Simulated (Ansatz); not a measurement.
**PbS (Cmcm, No. 63, 4 atoms in the cell; start mp-1018115; high-pressure phase)**

Computed with LDA in Ansatz (plane waves, PAW).

Numerical settings: plane-wave cutoff 520 eV, 8×8×8 k mesh, Fermi–Dirac smearing 0.01 eV, scalar-relativistic PAW data made under PBE.

Cell (relaxed at this level):

```xyz
4
Lattice="2.0291 -5.7010 0.0000 2.0291 5.7010 0.0000 0.0000 0.0000 4.1937" Properties=species:S:1:pos:R:3 pbc="T T T"
Pb     2.0291    -4.2734     3.1453
Pb     2.0291     4.2734     1.0484
S      2.0291    -1.6015     3.1453
S      2.0291     1.6015     1.0484
```

```
Quantity                                       Value
-------------------------------------------  -------
band gap                                     0.87 eV
smallest direct gap on the k points sampled  0.90 eV
Γ–Γ gap                                      5.15 eV
```

Spin–orbit coupling is not included; with these elements it can move the gap by several tenths of an eV or more.

Static lattice: no zero-point or thermal effects.

Cost on a shared machine: very roughly 15 core-seconds.

A start named mp-… is a Materials Project structure, which need not be a measured phase.

Ansatz is a first-principles code.
